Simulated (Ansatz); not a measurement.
The reference is AlAs in the zinc blende structure (space group F-43m, No. 216; a = 5.6743 Å). Axes: x, y, z lie along the cube axes.

Levels (all Ansatz, an electronic-structure program, PAW, earlier PAW set): PBEsol (420 eV, no SOC); HSE06+SOC (420 eV, with spin-orbit coupling).

Its gap is 1.34 eV with PBEsol and 1.99 eV with HSE06+SOC.

Now apply this change: uniaxial stress, 0.5 GPa compression along z; all other stress components relax to zero.

With PBEsol the gap becomes 1.28 eV.

**Question.** If the HSE06+SOC correction stayed the same, what would the HSE06+SOC gap be, and what does the HSE06+SOC run give?

**Answer.** A rigid correction of +0.65 eV gives 1.93 eV. The HSE06+SOC run gives 1.93 eV, so the two effects roughly add.

Single points use the geometry relaxed with PBEsol. HSE06 was sampled on its mesh, a few special points and the semilocal edge points, so its gap is an upper bound. The spin-orbit shifts are approximate. Load acts through the strain it causes; cell and atoms are relaxed under it. Beyond what the load breaks, stability against distortions was not tested.
